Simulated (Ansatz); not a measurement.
Defect migration in silicon strained by +1.5 % along x and y, z held: interstitial Li, charge state +1. Calculation: PBE, PAW (plane waves to 420 eV; Ansatz, a program for electronic structure).

Settings: 64 host sites, the strained lattice (strain from the relaxed PBE one, atoms relaxed), a 2×2×2 k-point mesh shifted by half a step, smearing 0.01 eV, spin-restricted, no image-charge correction. Energies are static. The charge state is imposed; whether it is stable for some Fermi level was not computed. Sites that were not tried may lie lower.

Barriers: single points on a 3×3×3 k-point mesh shifted by half a step at the bands' geometries.

Relaxed starting cell (atoms counted from 1):

```
LiSi64
1.0
   11.10410     0.00000     0.00000
    0.00000    11.10410     0.00000
    0.00000     0.00000    10.94000
Si Li
64 1
Direct
  0.99957   0.99977   0.25257
  0.99958   0.99974   0.74803
  0.99949   0.49981   0.25003
  0.99961   0.49974   0.75050
  0.49957   0.99984   0.25006
  0.49955   0.99975   0.75054
  0.49953   0.49976   0.25071
  0.49957   0.49987   0.74986
  0.12525   0.37503   0.12591
  0.12406   0.37562   0.62443
  0.12852   0.87073   0.12952
  0.12531   0.87403   0.62490
  0.62368   0.37566   0.12475
  0.62440   0.37490   0.62522
  0.62440   0.87418   0.12594
  0.62364   0.87527   0.62445
  0.99967   0.25143   0.00035
  0.99951   0.24975   0.50026
  0.99949   0.74817   0.00028
  0.99953   0.74978   0.50022
  0.49951   0.24964   0.00032
  0.49959   0.25010   0.50020
  0.49961   0.74988   0.00026
  0.49947   0.74941   0.50031
  0.12528   0.12551   0.37570
  0.12860   0.12889   0.87091
  0.12414   0.62401   0.37589
  0.12516   0.62463   0.87467
  0.62377   0.12435   0.37596
  0.62436   0.12547   0.87471
  0.62437   0.62473   0.37544
  0.62377   0.62402   0.87565
  0.25114   0.99978   0.00017
  0.24960   0.99977   0.50033
  0.24949   0.49977   0.00019
  0.24976   0.49986   0.50026
  0.74790   0.99979   0.00025
  0.74952   0.99983   0.50029
  0.74962   0.49982   0.00028
  0.74922   0.49981   0.50033
  0.37455   0.37491   0.37547
  0.37549   0.37565   0.87569
  0.37547   0.87532   0.37607
  0.37473   0.87408   0.87471
  0.87499   0.37568   0.37608
  0.87397   0.37494   0.87475
  0.87380   0.87409   0.37568
  0.87055   0.87079   0.87105
  0.24984   0.25002   0.25053
  0.25272   0.25305   0.74704
  0.25277   0.74675   0.25344
  0.24984   0.74948   0.75001
  0.74643   0.25305   0.25343
  0.74932   0.25005   0.75002
  0.74928   0.74946   0.25058
  0.74645   0.74673   0.74702
  0.37469   0.12531   0.12585
  0.37544   0.12437   0.62451
  0.37540   0.62393   0.12479
  0.37457   0.62464   0.62515
  0.87052   0.12877   0.12958
  0.87384   0.12543   0.62494
  0.87387   0.62459   0.12582
  0.87507   0.62391   0.62452
  0.99972   0.99998   0.00023
```
Cell charge +1.

End state 1 differs by these moves (Å; atoms that move under 0.08 Å are left out):

```
atom  element    Δx    Δy    Δz
----  -------  ----  ----  ----
65         Li  1.38  1.38  1.37
```

**Question.** Give the forward and backward barriers to end state 1 at the level PBE, PAW.

**Answer.** forward 0.55 eV, backward 0.55 eV; at the saddle point atom 65 has neighbours 2 Si at 2.38, 4 Si at 2.40 Å. The saddle point's order was not checked, and it lies on a symmetry element of the cell, where a band can be held.
